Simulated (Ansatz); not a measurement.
## Pressure series in HfO2

The reference is HfO$_{2}$ in the fluorite structure (space group Fm-3m, No. 225; a = 5.098 Å).

Cell and atoms are relaxed at each pressure.

Calculations: PBE in Ansatz (plane waves to 420 eV, PAW, without spin-orbit coupling), earlier PAW set.

Candidates:
(a) pressure 100 GPa
(b) pressure 50 GPa
(c) pressure −2 GPa

Base values:

The band gap is 3.75 eV.

Order them by band gap, lowest first.

(c) pressure −2 GPa (3.73 eV), (b) pressure 50 GPa (4.09 eV), (a) pressure 100 GPa (4.25 eV)

Spin-orbit coupling, missing from the scalar runs, can matter with Hf. Load acts through the strain it causes; cell and atoms are relaxed under it. No phonon test of stability was made. No other phases were tried under pressure. This is not the structure that HfO2 has at room temperature and ambient pressure.

Ansatz is a quantum-chemistry and plane-wave program.
